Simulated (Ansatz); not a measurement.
## alpha cristobalite (0 0 1) on zinc-blende InP (1 1 1), 6 anions of the cut taken off so that formal charges cancel (film strained to the substrate, started from cuts of the bulks and a machine-learned relaxation; slabs In20P20 and Si21O42, which can lie off the formulas)

A periodic stack without vacuum, alpha cristobalite (0 0 1) on zinc-blende InP (1 1 1), 6 anions of the cut taken off so that formal charges cancel (film strained to the substrate, started from cuts of the bulks and a machine-learned relaxation; slabs In20P20 and Si21O42, which can lie off the formulas): substrate slab In20P20, film Si21O42, surface cells [[-3, 2], [-1, -1]] and [[1, 2], [-1, 1]], film strained by -2.3 and +1.5 %, outermost planes In/P and O/O as cut, which need not be the usual terminations and can put a slab off its formula.

The start was prepared with a machine-learned potential, and the result is one local minimum, with the in-plane cell held and forces under 0.04 eV/Å; the film can end far from its bulk form.

The numbers are results of PBE (plane waves to 420 eV, PAW; Ansatz, an electronic-structure program), not measurements. No spin–orbit coupling; the runs are not spin-polarised; PBE gaps are too small against experiment. Its k-point mesh 2×4×1, Fermi–Dirac width 0.05 eV.

- interface area = 76.9 Å²
- period = 27.17 Å
- heights between the nearest atoms of the two slabs at the two interfaces = 1.23 and 1.33 Å
- In–O contacts across the interfaces within 1.22 times the sum of covalent radii = 3, mean 2.12 Å
- O–P contacts across the interfaces within 1.22 times the sum of covalent radii = 3, mean 1.68 Å
- In–Si contacts across the interfaces within 1.22 times the sum of covalent radii = 2, mean 2.81 Å
- P–Si contacts across the interfaces within 1.22 times the sum of covalent radii = 1, mean 2.14 Å
- two interfaces = unlike, so that offsets are their mean

```yaml
crystal:
  lattice:
    - [11.14906, 0.00098, 0.15609]
    - [2.38977, 6.89695, -0.05914]
    - [0.58451, 0.20590, 27.18053]
  atoms:
    - { symbol: In, position: [0.81649, 0.47991, 0.03612] }
    - { symbol: In, position: [0.41250, 0.67251, 0.04021] }
    - { symbol: In, position: [0.61674, 0.07787, 0.01370] }
    - { symbol: In, position: [0.20134, 0.28072, 0.03252] }
    - { symbol: In, position: [0.00661, 0.89295, 0.05436] }
    - { symbol: In, position: [0.79532, 0.15618, 0.16098] }
    - { symbol: In, position: [0.40060, 0.34751, 0.15566] }
    - { symbol: In, position: [0.60050, 0.74748, 0.15624] }
    - { symbol: In, position: [0.20091, 0.95330, 0.16470] }
    - { symbol: In, position: [0.00104, 0.55415, 0.16345] }
    - { symbol: In, position: [0.78174, 0.81185, 0.28496] }
    - { symbol: In, position: [0.38812, 0.02305, 0.28763] }
    - { symbol: In, position: [0.59641, 0.41838, 0.28997] }
    - { symbol: In, position: [0.19116, 0.61457, 0.28650] }
    - { symbol: In, position: [0.98184, 0.23883, 0.28668] }
    - { symbol: In, position: [0.79231, 0.47908, 0.43152] }
    - { symbol: In, position: [0.36127, 0.70851, 0.41237] }
    - { symbol: In, position: [0.59984, 0.06090, 0.41520] }
    - { symbol: In, position: [0.16984, 0.30630, 0.41828] }
    - { symbol: In, position: [0.95091, 0.93401, 0.39750] }
    - { symbol: P, position: [0.79717, 0.15455, 0.06529] }
    - { symbol: P, position: [0.40955, 0.33192, 0.05865] }
    - { symbol: P, position: [0.61055, 0.75442, 0.06062] }
    - { symbol: P, position: [0.21277, 0.94933, 0.06923] }
    - { symbol: P, position: [0.00909, 0.55158, 0.06909] }
    - { symbol: P, position: [0.79311, 0.81945, 0.19049] }
    - { symbol: P, position: [0.40064, 0.01838, 0.19215] }
    - { symbol: P, position: [0.59318, 0.42135, 0.19296] }
    - { symbol: P, position: [0.20149, 0.61414, 0.19220] }
    - { symbol: P, position: [0.99529, 0.22287, 0.19243] }
    - { symbol: P, position: [0.78755, 0.49260, 0.32720] }
    - { symbol: P, position: [0.38510, 0.68657, 0.31855] }
    - { symbol: P, position: [0.58519, 0.08451, 0.32022] }
    - { symbol: P, position: [0.18405, 0.28826, 0.32230] }
    - { symbol: P, position: [0.98316, 0.89203, 0.30696] }
    - { symbol: P, position: [0.77883, 0.14250, 0.45371] }
    - { symbol: P, position: [0.38784, 0.34639, 0.44339] }
    - { symbol: P, position: [0.56585, 0.73044, 0.44401] }
    - { symbol: P, position: [0.14907, 0.97009, 0.43920] }
    - { symbol: P, position: [0.98449, 0.61302, 0.44454] }
    - { symbol: Si, position: [0.37406, 0.78097, 0.66101] }
    - { symbol: Si, position: [0.66971, 0.10368, 0.66772] }
    - { symbol: Si, position: [0.01964, 0.39224, 0.64936] }
    - { symbol: Si, position: [0.39509, 0.29773, 0.52110] }
    - { symbol: Si, position: [0.70318, 0.59633, 0.52860] }
    - { symbol: Si, position: [0.02222, 0.86230, 0.53241] }
    - { symbol: Si, position: [0.53905, 0.94265, 0.58863] }
    - { symbol: Si, position: [0.83973, 0.23178, 0.59052] }
    - { symbol: Si, position: [0.21231, 0.57562, 0.60346] }
    - { symbol: Si, position: [0.17361, 0.10891, 0.72638] }
    - { symbol: Si, position: [0.51512, 0.46849, 0.73441] }
    - { symbol: Si, position: [0.85082, 0.73568, 0.71707] }
    - { symbol: O, position: [0.29038, 0.97077, 0.69218] }
    - { symbol: O, position: [0.59188, 0.26518, 0.70759] }
    - { symbol: O, position: [0.92788, 0.59750, 0.67177] }
    - { symbol: O, position: [0.43502, 0.85028, 0.61183] }
    - { symbol: O, position: [0.78355, 0.16493, 0.64115] }
    - { symbol: O, position: [0.15048, 0.42146, 0.62691] }
    - { symbol: O, position: [0.46926, 0.08856, 0.54257] }
    - { symbol: O, position: [0.72434, 0.39753, 0.56414] }
    - { symbol: O, position: [0.10673, 0.75493, 0.57850] }
    - { symbol: O, position: [0.56776, 0.08860, 0.62774] }
    - { symbol: O, position: [0.95147, 0.32007, 0.60498] }
    - { symbol: O, position: [0.28582, 0.65414, 0.64421] }
    - { symbol: O, position: [0.11726, 0.95020, 0.49882] }
    - { symbol: O, position: [0.05734, 0.22735, 0.69180] }
    - { symbol: O, position: [0.48638, 0.64584, 0.69490] }
    - { symbol: O, position: [0.72665, 0.89734, 0.69534] }
    - { symbol: O, position: [0.55242, 0.67095, 0.50320] }
    - { symbol: O, position: [0.98380, 0.69234, 0.50288] }
    - { symbol: O, position: [0.67015, 0.77995, 0.57022] }
    - { symbol: O, position: [0.90455, 0.03775, 0.55629] }
    - { symbol: O, position: [0.31834, 0.45626, 0.56075] }
    - { symbol: Si, position: [0.33774, 0.79455, 0.91141] }
    - { symbol: Si, position: [0.70665, 0.99452, 0.91662] }
    - { symbol: Si, position: [0.02116, 0.36259, 0.93378] }
    - { symbol: Si, position: [0.32259, 0.31781, 0.78958] }
    - { symbol: Si, position: [0.70381, 0.58929, 0.80004] }
    - { symbol: Si, position: [0.00420, 0.91706, 0.78683] }
    - { symbol: Si, position: [0.50966, 0.97656, 0.84606] }
    - { symbol: Si, position: [0.86095, 0.23917, 0.86281] }
    - { symbol: Si, position: [0.14475, 0.60677, 0.86662] }
    - { symbol: O, position: [0.88958, 0.45157, 0.96474] }
    - { symbol: O, position: [0.40009, 0.88538, 0.86855] }
    - { symbol: O, position: [0.77183, 0.16425, 0.90091] }
    - { symbol: O, position: [0.06033, 0.54464, 0.90786] }
    - { symbol: O, position: [0.43838, 0.12379, 0.80325] }
    - { symbol: O, position: [0.77881, 0.45601, 0.84402] }
    - { symbol: O, position: [0.05804, 0.74011, 0.82510] }
    - { symbol: O, position: [0.56221, 0.08052, 0.88841] }
    - { symbol: O, position: [0.99305, 0.23766, 0.88678] }
    - { symbol: O, position: [0.22087, 0.73621, 0.89459] }
    - { symbol: O, position: [0.12397, 0.97806, 0.76523] }
    - { symbol: O, position: [0.37991, 0.46302, 0.75812] }
    - { symbol: O, position: [0.80544, 0.60333, 0.75693] }
    - { symbol: O, position: [0.14567, 0.22592, 0.96205] }
    - { symbol: O, position: [0.39820, 0.74157, 0.96197] }
    - { symbol: O, position: [0.22151, 0.26385, 0.75581] }
    - { symbol: O, position: [0.60057, 0.50010, 0.77834] }
    - { symbol: O, position: [0.94229, 0.84125, 0.74120] }
    - { symbol: O, position: [0.62641, 0.80545, 0.82077] }
    - { symbol: O, position: [0.89749, 0.09829, 0.81373] }
    - { symbol: O, position: [0.25332, 0.42285, 0.84050] }
```
